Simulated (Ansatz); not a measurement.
Consider ZnCu$_{2}$SnS$_{4}$ (space group I-4, No. 82; a = 5.317 Å, c = 10.643 Å). Axes: x, y, z lie along a, b, c of the conventional cell.

Calculations: LDA/PAW in Ansatz (an electronic-structure program), scalar-relativistic without spin-orbit coupling.

For the base:

| Quantity | Result |
|---|---|
| Pressure | 0.00 GPa |

Perturbation: uniaxial strain ε_xx = +2.25 %, all other strain components held at zero, atoms relaxed at fixed cell.

Problem. How does this affect the pressure?

Solution. The pressure (mean of the normal stresses, compression positive) goes from zero to -1.87 GPa.

Problem. What does the calculation give for the energy relative to the base after the change?

Solution. The energy grows by 3.3 meV/atom.

Stability against distortions was not tested. The final runs are not spin-polarised.
